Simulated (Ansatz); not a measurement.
Worked example: self-consistent single point of Ag₂NClO₃ (Pnma, 28 atoms in the cell) in Ansatz (an electronic-structure program).

Method of the run: LDA (PW92), default PAW files made with PBE (plane waves; Ansatz).

```xyz
28
Lattice="6.6120 0.0000 0.0000 0.0000 5.0771 0.0000 0.0000 0.0000 12.4050" Properties=species:S:1:pos:R:3 pbc="T T T"
Cl     2.5736     3.8078     1.1006
Cl     0.7324     1.2693     7.3031
Cl     5.8796     3.8078     5.1019
Cl     4.0384     1.2693    11.3045
O      1.3736     1.2693     3.6117
O      1.9324     3.8078     9.8142
O      4.6796     1.2693     2.5908
O      5.2384     3.8078     8.7933
N      2.3462     1.2693     4.3695
N      0.9598     3.8078    10.5721
N      5.6522     1.2693     1.8330
N      4.2658     3.8078     8.0355
Ag     1.7669     1.2693     0.4538
Ag     1.5391     3.8078     6.6563
Ag     5.0729     1.2693     5.7487
Ag     4.8451     3.8078    11.9513
O      2.8344     2.3360     4.7380
O      0.4716     2.7411    10.9405
O      6.1404     0.2026     1.4645
O      3.7776     4.8745     7.6671
O      3.7776     2.7411     7.6671
O      6.1404     2.3360     1.4645
O      0.4716     4.8745    10.9405
O      2.8344     0.2026     4.7380
Ag     0.9613     3.8078     3.1560
Ag     2.3447     1.2693     9.3585
Ag     4.2673     3.8078     3.0466
Ag     5.6507     1.2693     9.2491
```

Reference input (self-consistent single point, DFT, LDA (PW92), plane waves, default PAW files made with PBE): basis.ecutwfc = 420 eV; kpoints.mp_grid.grid = 3 4 2; hamiltonian.xc = lda; hamiltonian.pseudopotentials = {kind: paw} (the program's default PAW files); scf.occupations.method = cold; scf.occupations.width = 0.2 eV. This run's input differs from it in these lines:

Ansatz 0.2 input:
```diff
@@ -35,3 +35,3 @@
 basis:
-  ecutwfc: 420.0
+  ecutwfc: 485.0
 kpoints:
```

The program printed (abridged):

```
SCF iter   1: F=—  HF=-71976.889006 eV  |F-HF|=—  |Δ(HF+E_count)|=         —  Δρ=1.41e-2  dr2=7.59e-1  ethr=1.77e-3  ⟨swp⟩=5.8  Hψ=7701  notcnv=0  defer=8
all-band conjugate gradients solve this SCF's bands
preconditioner: auto → Resta (q_TF=auto, 2.541 Å⁻¹)
SCF iter   2: F=—  HF=-71976.669101 eV  |F-HF|=—  |Δ(HF+E_count)|=   2.20e-1  S|Δr|=   4.06e-5  Δρ=4.93e-3  dr2=8.93e-2  ethr=2.79e-4  ⟨swp⟩=2.2  Hψ=3302  notcnv=0  defer=10
   [... lines left out ...]
SCF iter   7: F=—  HF=-71976.640221 eV  |F-HF|=—  |Δ(HF+E_count)|=   3.97e-5  S|Δr|=   5.17e-9  Δρ=5.45e-5  dr2=1.29e-5  ethr=1.91e-8  ⟨swp⟩=2.0  Hψ=2969  notcnv=0  defer=10
SCF iter   8: F=—  HF=-71976.640222 eV  |F-HF|=—  |Δ(HF+E_count)|=   5.50e-7  S|Δr|=   1.48e-9  Δρ=1.24e-5  dr2=9.24e-7  ethr=4.74e-9  ⟨swp⟩=2.0  Hψ=2828  notcnv=0  defer=10
SCF iter   9: F=-71976.640222 eV  HF=-71976.640222 eV  |F-HF|=3.38e-8  |Δ(HF+E_count)|=   9.37e-8  S|Δr|=   3.47e-9  Δρ=3.93e-6  dr2=8.96e-8  ethr=3.68e-11  ⟨swp⟩=10.6  Hψ=10113  notcnv=0
SCF 1 converged in 9 iterations: F = -71976.640222 eV  dr2 = 8.96e-8
Stability not checked (fill_not_monotonic)
Free energy (F): -71976.640222 eV
F+E_penalty+E_count: -71976.640223 eV  (lagrangian_ev)
Internal energy: -71976.640222 eV  (E = F + TS)
E sigma→0 (E₀):  -71976.640222 eV
Entropy (-TS):   0.000000 eV (0.000 meV/atom)
Fermi energy:    7.588440 eV
--- Forces (eV/Å), atoms counted from 1 ---
  atom   1  Cl     0.06469041    -0.00000000     0.13073137
  atom   2  Cl    -0.06469041     0.00000000     0.13073137
  atom   3  Cl     0.06469041    -0.00000000    -0.13073137
   [... lines left out ...]
  atom  28  Ag     0.01263096    -0.00000000     0.02031432
--- Stress (GPa, compression-positive) ---
       -2.486057       0.000000       0.000000
        0.000000      -1.436403       0.000000
        0.000000       0.000000      -2.857859
  P = ⅓ Tr σ = -2.2601 GPa (-22.601 kbar)
  The stress holds the Pulay correction. Without it, at fixed plane waves, as pw.x and ABINIT print it: P = -2.3226 GPa
```

The run converged in 9 iterations. Against the reference run the free energy drops by 5.2 meV/atom, the pressure moves little (-2.25 to -2.26 GPa), the largest force moves little (1.601 to 1.596 eV/Å) and the gap on the mesh stays at 1.480 eV.

The starting cell comes from a database of published, mostly measured structures (it also holds non-ambient and calculated ones), without a prior relaxation at this level. Its lattice was rescaled by a random factor within 2.5 % of one. Forces in this geometry exceed 1 eV/Å. Ansatz's pressure includes its estimate of the finite-basis (Pulay) stress.

Cost on one core of a shared machine: roughly 70 s.
